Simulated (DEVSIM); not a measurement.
Device: n-channel Si planar bulk MOSFET with Al2O3, at 250 K.

```yaml
gate_length: 50 nm
source_drain_length: 40 nm
dielectric_thickness: 2.6 nm
lateral_straggle: 3.4 nm
underlap: 0 nm
junction_depth: 24.5 nm
substrate_depth: 210 nm
gate_work_function: 4.17 eV
source_and_drain_doping: 6.9e19 cm⁻³, Gaussian tails under the gate
body_doping: 9.4e17 cm⁻³
lifetime: 1e-7 s
supply: 1 V
```

All mobilities are scaled by 0.4; velocity saturation, μ/(1 + (μE/vsat)^b)^(1/b) with b = 2 for electrons and 1 for holes and E the electric field along each mesh edge, is on. Mobility is μmin + (μ − μmin)/(1 + (N/Nref)^α).

Constants are typed, rounded textbook-type inputs, not results; the design itself was drawn at random and stands for no fabricated device. Values at 300 K; Nc and Nv go as T^1.5, mobilities as T to minus their exponent, the gap by Varshni's rule with the affinity fixed.

Si: gap (eV) 1.124, affinity (eV) 4.05, permittivity 11.7, Nc (cm⁻³) 2.86e19, Nv (cm⁻³) 3.1e19, μn (cm²/Vs) 1417, μp (cm²/Vs) 470, μn,min 52, μp,min 45, Nref,n 9.7e16, Nref,p 2.2e17, αn 0.68, αp 0.72, T exponent of μn 2.3, T exponent of μp 2.2, vsat,n (cm/s) 1e7, vsat,p (cm/s) 8.4e6, Varshni α (eV/K) 0.000473, Varshni β (K) 636. Al2O3: gap (eV) 6.8, affinity (eV) 1.35, permittivity 9.

DEVSIM, 2D drift-diffusion, Boltzmann statistics, complete ionisation; no quantum confinement, tunnelling, impact ionisation, self-heating, contact resistance or fringe fields beside the gate. Metal contacts follow the ideal Schottky-Mott rule: no Fermi-level pinning, no interface dipoles.

Transfer curves, |Id| in μA/μm:

| Vg (V) | Vd = 0.05 V | Vd = 1 V |
|---|---|---|
| -0.3 | 1.816e-7 | 1.025e-5 |
| -0.25 | 1.039e-6 | 4.390e-5 |
| -0.2 | 6.101e-6 | 0.0002008 |
| -0.15 | 3.653e-5 | 0.0009727 |
| -0.1 | 0.0002215 | 0.004936 |
| -0.05 | 0.001353 | 0.02588 |
| 0 | 0.008276 | 0.1378 |
| 0.05 | 0.05029 | 0.7224 |
| 0.1 | 0.2972 | 3.456 |
| 0.15 | 1.595 | 13.04 |
| 0.2 | 6.551 | 34.96 |
| 0.25 | 17.41 | 70.10 |
| 0.3 | 31.52 | 116.1 |
| 0.35 | 45.41 | 170.4 |
| 0.4 | 57.91 | 231.2 |
| 0.45 | 68.94 | 297.1 |
| 0.5 | 78.69 | 367.1 |
| 0.55 | 87.37 | 440.5 |
| 0.6 | 95.16 | 516.9 |
| 0.65 | 102.2 | 595.6 |
| 0.7 | 108.6 | 676.5 |
| 0.75 | 114.5 | 759.2 |
| 0.8 | 119.9 | 843.5 |
| 0.85 | 124.9 | 929.1 |
| 0.9 | 129.5 | 1016 |
| 0.95 | 133.8 | 1104 |
| 1 | 137.9 | 1192 |

Work out the subthreshold swing at low drain bias from the rows at -0.05 and 0 V, and compare it with the thermal limit.

log10(0.008276/0.001353) = 0.787 over 50.0 mV, so S = 63.6 mV/decade. The limit kT/q ln 10 is 49.6 mV/decade; the ratio is 1.28. This is the steepest step of the table.

Find both thresholds at the constant current 0.1 μA × (1 μm/L) a micrometre, and the DIBL.

The current is 2.00 μA/μm. Interpolating ln Id gives 0.158 V and 0.083 V; their difference over the 0.95 V of drain bias is 79 mV/V.

Source and drain are degenerate, where Boltzmann statistics are only rough. The electric field that drives the saturation includes the junctions' built-in field, which lowers the mobility there even at small currents: subthreshold currents come out too low, a known weakness of this choice.
